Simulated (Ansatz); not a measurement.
An Ansatz (a program for electronic structure) input (Ansatz PBE, without spin-orbit coupling):

Ansatz 0.2 input:
```yaml
crystal:
  lattice:
    - [-2.5160682277, 2.5160682277, 2.5160682277]
    - [2.5160682277, -2.5160682277, 2.5160682277]
    - [2.5160682277, 2.5160682277, -2.5160682277]
  atoms:
    - { symbol: K, position: [0, 0, 0] }
basis: { ecutwfc: 420, ecutrho_ratio: 4, xc_grid: 2, fft_grid_basis: typed }
kpoints: { mp_grid: { grid: [18, 18, 18] } }
hamiltonian:
  xc: pbe
  dispersion: none
  pseudopotentials: { kind: paw }
scf: { occupations: { method: fermi_dirac, width: 0.1 }, convergence: { dr2_threshold: 0.0000000001 } }
relax: { f_tol: 0.005, max_steps: 50 }
output: { forces: true, stress: true }
checkpoint: { write: state.ck, write_every: 1000 }
```

### Question
Which symmetry and how many k-points will the program report, and about how many plane waves at Γ?

### Answer
Space group Im-3m (ITA 229) with 48 operations, k-points 195 of 5832, and 1253 plane waves at Γ.

### Question
And the final pressure?

### Answer
0.70 GPa (compression positive).

The cells carry an imposed strain or load. No phonon test of stability was made. The cell was made from K in the bcc (W type) structure (space group Im-3m, No. 229) by this change: isotropic strain −4.84 %.
